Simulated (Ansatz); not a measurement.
# A computed series for CdSe: response to strain

The reference is CdSe in the wurtzite structure (space group P6_3mc, No. 186; a = 4.248 Å, c = 6.941 Å).

Strains are applied to the cell and any free atomic positions relax.

Computed with DFT with LDA, PAW potentials and a 420 eV plane-wave cutoff in Ansatz (a program for electronic structure), no spin-orbit coupling.

```csv
isotropic strain (%),band gap (eV)
0,0.46
0.6,?
1.2,0.39
1.8,0.35
2.4,0.31
3,0.28
```

Fit E_g = E₀ + Dε (ε in %) to the rows shown and predict the withheld row.

Least squares on the printed values gives E₀ = 0.46 eV, D = -61.0 meV per % of strain (largest residual 0.00 eV); this predicts 0.42 eV, and the run gives 0.42 eV, in agreement.

Stability against distortions was not tested. The zero or small gap of CdSe under isotropic strain +3.00 % can change with the level of theory.
